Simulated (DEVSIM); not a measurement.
Device: abrupt Ge n-p junction, at 350 K.

| layer (left to right) | material | thickness (μm) | Nd (cm⁻³) | Na (cm⁻³) | τn (s) | τp (s) |
|---|---|---|---|---|---|---|
| 1 | Ge | 1.00 | 1.1e16 | - | 0.00036 | 0.00036 |
| 2 | Ge | 9.30 | - | 7.2e14 | 0.00036 | 0.00036 |

Left contact: ohmic. Right contact: ohmic. Voltage is applied to the left contact. Recombination: SRH at mid-gap, radiative, Auger. Mobility is μmin + (μ − μmin)/(1 + (N/Nref)^α).

The device is made up for the run: typed textbook-type constants, with dimensions and the other settings drawn at random. Values at 300 K; Nc and Nv go as T^1.5, mobilities as T to minus their exponent, the gap by Varshni's rule with the affinity fixed.

| parameter | Ge |
|---|---|
| gap (eV) | 0.664 |
| affinity (eV) | 4 |
| permittivity | 16 |
| Nc (cm⁻³) | 1.04e19 |
| Nv (cm⁻³) | 6e18 |
| μn (cm²/Vs) | 3900 |
| μp (cm²/Vs) | 1900 |
| μn,min | 150 |
| μp,min | 100 |
| Nref,n | 2.6e17 |
| Nref,p | 4e17 |
| αn | 0.56 |
| αp | 0.6 |
| T exponent of μn | 1.66 |
| T exponent of μp | 2.33 |
| B (cm³/s) | 6.4e-14 |
| Cn (cm⁶/s) | 1e-31 |
| Cp (cm⁶/s) | 1e-31 |
| Varshni α (eV/K) | 0.000477 |
| Varshni β (K) | 235 |

DEVSIM, 1D drift-diffusion, Boltzmann statistics, complete ionisation; no tunnelling, impact ionisation, image-force lowering or self-heating.

The doping Na of layer 2 was swept, all else fixed.

```tsv
doping Na of layer 2 (cm^-3)	potential step across the device at zero bias (V)	largest field in the device at zero bias (V/cm)	dark forward voltage at 100 A/cm² (V)
2.2e13	0.118	5100	0.219
7.2e13	0.122	5200	0.217
2.2e14	0.131	5400	0.213
7.2e14	0.154	6100	0.206
2.2e15	0.185	8100	0.205
7.2e15	0.221	13000	0.203
2.2e16	0.255	?	?
```

Q: Fill in the missing entries.

A: 
- 2.2e16, largest field in the device at zero bias (V/cm): 18000
- 2.2e16, dark forward voltage at 100 A/cm² (V): 0.195
